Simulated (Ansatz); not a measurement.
Consider BAs in the rock salt structure (space group Fm-3m, No. 225; a = 4.614 Å; a hypothetical phase, not in the database extracts checked; relaxed with 0.1 eV smearing). Axes: x, y, z lie along the cube axes.

Level of theory: plane-wave PAW DFT at the PBE level (Ansatz, a program for electronic structure, 420 eV), without spin-orbit coupling.

A first run, uniaxial strain ε_zz = +1.24 %, gives secant values C11 ≈ 190 GPa and C12 ≈ 90 GPa from its stress. A second run applies biaxial strain +2.14 %, plane normal [001], relaxed out of plane.

Q: What does linear elasticity predict for −ε⊥/ε∥ in the second run, and what does the run give?

A: Linear elasticity: 2 C12/C11 = 0.95. The run gives 0.70; any difference comes from nonlinear terms at these strains and numerical noise.

Stability against distortions was not tested. All final runs are without spin polarisation.
